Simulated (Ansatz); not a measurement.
The starting structures come from a database of crystals and need not be the phases stable at ambient conditions.

Input:

```
CELL_PARAMETERS angstrom
      4.04867     0.00000     0.00000
      0.00000     6.96278     0.00000
      0.00000     0.00000     4.04867
ATOMIC_POSITIONS crystal
  La 0.50000 0.23003 0.00000
  La 0.00000 0.76997 0.50000
  S  0.00000 0.34872 0.50000
  S  0.50000 0.65128 0.00000
  F  0.50000 0.00000 0.50000
  F  0.00000 0.00000 0.00000
```

Space group of this cell: P4/nmm. The cell is taken as given.

Transport runs along the normal of the first two printed cell vectors, the (100) plane of the conventional cell.

No gap correction and no spin-orbit coupling; mid-gap values are interpolated between computed energies.

### Question
State the band gap and the smallest decay constant κ at mid-gap according to r2SCAN run with Ansatz (an electronic-structure program).

### Answer
Gap 1.86 eV on a 8×6×8 mesh; κ = 0.258 1/Å, at the zone centre.
